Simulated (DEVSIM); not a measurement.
Device: illuminated Si n-on-p cell, one wavelength, at 300 K.

| layer (left to right) | material | thickness (μm) | Nd (cm⁻³) | Na (cm⁻³) | τn (s) | τp (s) | absorption coefficient (cm⁻¹) |
|---|---|---|---|---|---|---|---|
| 1 | Si | 0.350 | 1e18 | - | 0.00011 | 7.5e-6 | 4500 |
| 2 | Si | 83.0 | - | 6.3e15 | 0.00075 | 0.00075 | 4500 |

Left contact: ohmic, minority hole recombination velocity 300 cm/s. Right contact: ohmic, minority electron recombination velocity 50000 cm/s. Voltage is applied to the left contact. Recombination: SRH at mid-gap, radiative, Auger. Light enters at the left, 5.9e17 photons cm⁻² s⁻¹, one pass, no reflection. Mobility is constant in doping.

This is a model device: material constants are rounded textbook-type values typed into the input, and sizes, dopings and lifetimes were drawn at random. Values at 300 K.

| parameter | Si |
|---|---|
| gap (eV) | 1.124 |
| affinity (eV) | 4.05 |
| permittivity | 11.7 |
| Nc (cm⁻³) | 2.86e19 |
| Nv (cm⁻³) | 3.1e19 |
| μn (cm²/Vs) | 1417 |
| μp (cm²/Vs) | 470 |
| B (cm³/s) | 4.7e-15 |
| Cn (cm⁶/s) | 2.8e-31 |
| Cp (cm⁶/s) | 9.9e-32 |

Simulated with DEVSIM: 1D drift-diffusion, Boltzmann statistics, complete ionisation; no tunnelling, impact ionisation, image-force lowering or self-heating.

The photon flux was swept, all else fixed.

```tsv
photon flux (cm^-2 s^-1)	short-circuit current (mA/cm²)	largest power (mW/cm²)	fill factor	open-circuit voltage (V)
1.8e16	2.83	1.13	0.80	0.498
5.9e16	9.29	3.99	0.81	0.529
1.8e17	28.3	12.9	0.82	0.558
5.9e17	92.9	44.9	0.82	0.588
1.8e18	284	145	0.83	0.616
5.9e18	933	499	0.83	0.645
1.8e19	2870	1580	0.83	0.669
```

From the first row to the last the short-circuit current goes from 2.83 to 2870. From the first row to the last the largest power goes from 1.13 to 1580.
